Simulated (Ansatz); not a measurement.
Functionals compared on a constructed model of the (100) surface of bcc Fe, ferromagnetic (in the relaxation 1 Fe–Ta bonds formed), a pseudomorphic layer of Ta in the host's stacking (bottom of the slab: a bare face, its two planes held), in Ansatz (plane waves, PAW). The structure was relaxed with PBE; the other rows are single points on it. Cutoff 420 eV.

Slab: 7 atoms, 9.5 Å thick at the start (thin: gaps and levels are the slab's own); k 13x13x1, smearing 0.1 eV, dipole-corrected; 2 atoms held, the rest relaxed; held to the start's symmetry, so lower structures may exist; spin-polarised, ending with about 14.1 μB a cell; orders that need a larger cell were not tried, no spin-orbit, no U. It is one candidate, not shown to be the stable structure of the face. These notes are the PBE run's.

| functional | work function of the top face (eV) | magnetic moment of the cell (μB) | rough cost of the single point |
|---|---|---|---|
| PBE | 4.78 | 14.06 | – |
| RPBE | [?] | 14.30 | very roughly 2.5 core-minutes |

**Question.** Some entries are withheld; supply them.

**Answer.** 
- RPBE, work function of the top face (eV): 4.65

Ansatz is a first-principles code.
